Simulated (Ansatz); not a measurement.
Start from TaN (space group P6/mmm, No. 191; a = 5.202 Å, c = 2.906 Å). Axes: x lies along a and z along c of the hexagonal cell.

All numbers come from PBEsol (Ansatz, a first-principles code, PAW, no SOC).

Base values:

| Item | Value |
|---|---|
| Pressure | 0.0 GPa |
| Shortest interatomic distance | 2.090 Å |

It is then changed as follows: the symmetric strain tensor [0.0077 0.0094 -0.0054; 0.0094 -0.0065 -0.0066; -0.0054 -0.0066 0.0191]; the atoms relax in the strained cell.

How does this affect the energy relative to the base, pressure and shortest interatomic distance?

The energy grows by 13 meV/atom; the pressure (mean of the normal stresses, compression positive) goes from zero to -7.4 GPa; the shortest interatomic distance goes up by 0.0026 Å, from 2.090 Å to 2.092 Å.

Without a gap, meshes like the base's 10×10×16 leave anisotropic stresses uncertain by several tenths of a GPa, and small strain energies with them. Stability against distortions was not tested. The final runs are not spin-polarised. This is not the structure that TaN has at room temperature and ambient pressure.
